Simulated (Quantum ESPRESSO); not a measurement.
Quick settings and what they miss: InBi (P4/nmm, 4 atoms in the cell)

Self-consistent single point.

```xyz
4
Lattice="4.8298 0.0000 0.0000 0.0000 4.8298 0.0000 0.0000 0.0000 5.1361" Properties=species:S:1:pos:R:3 pbc="T T T"
In     2.4149     2.4149     0.0000
In     0.0000     0.0000     0.0000
Bi     2.4149     0.0000     1.8491
Bi     0.0000     2.4149     3.2871
```

Method of the run: LDA (PW92), PseudoDojo standard norm-conserving (LDA) pseudopotentials (plane waves; Quantum ESPRESSO).

Base settings: ecutwfc = 70 Ry; occupations = smearing; smearing = marzari-vanderbilt; degauss = 0.0147 Ry; potentials = {In: In.upf, Bi: Bi.upf}; K_POINTS = automatic 5 5 5 0 0 0; conv_thr = 1e-10 Ry.

Tight run (finer mesh or higher cutoff; not a proven limit): ecutwfc: 70 Ry → 98 Ry; conv_thr: 1e-10 Ry → 7.3e-11 Ry; K_POINTS: automatic 5 5 5 0 0 0 → automatic 7 7 7 0 0 0. It gave Fermi level (on the code's own zero) 10.01 eV; pressure -0.90 GPa; largest force (vector length) 0.297 eV/Å.

Quick runs, as changes from the base:
- A: the base itself
- B: ecutwfc: 70 Ry → 42 Ry; conv_thr: 1e-10 Ry → 7.3e-05 Ry; K_POINTS: automatic 5 5 5 0 0 0 → automatic 3 3 3 0 0 0
- C: ecutwfc: 70 Ry → 42 Ry; smearing: marzari-vanderbilt → methfessel-paxton; degauss: 0.0147 Ry → 0.0099958 Ry; K_POINTS: automatic 5 5 5 0 0 0 → automatic 1 1 1 0 0 0
- D: ecutwfc: 70 Ry → 35 Ry; K_POINTS: automatic 5 5 5 0 0 0 → automatic 4 4 4 0 0 0
- E: ecutwfc: 70 Ry → 35 Ry; smearing: marzari-vanderbilt → gaussian; K_POINTS: automatic 5 5 5 0 0 0 → automatic 2 2 2 1 1 1

Energies are extrapolated to zero smearing width, which holds to low order in the width alone (under cold and Methfessel-Paxton smearing the free energy itself is taken).

The count of work is k-points × plane waves × bands × iterations; it is no time. 

The starting cell comes from a database of computed structures (which also holds hypothetical and non-ambient phases and stackings), without a prior relaxation at this level. Its lattice was rescaled by a random factor within 2.5 % of one.

```csv
run,energy less tight (meV/atom),pressure less tight (GPa),largest miss in a force vector (eV/Å),count of work / tight
A,-9.8,0.02,0.023,0.27
B,2561.9,-82.21,0.360,0.023
C,3713.0,-67.25,3.961,0.0086
D,10193.7,-233.62,0.110,0.11
E,10023.5,-234.27,0.094,0.0053
```

Among the runs at the tight run's level, the energy misses run from 9.8 to 10193.7 meV/atom.

Left out of this page: 1 run of the series outside the window shown, repeating another row's setting, or not comparable.
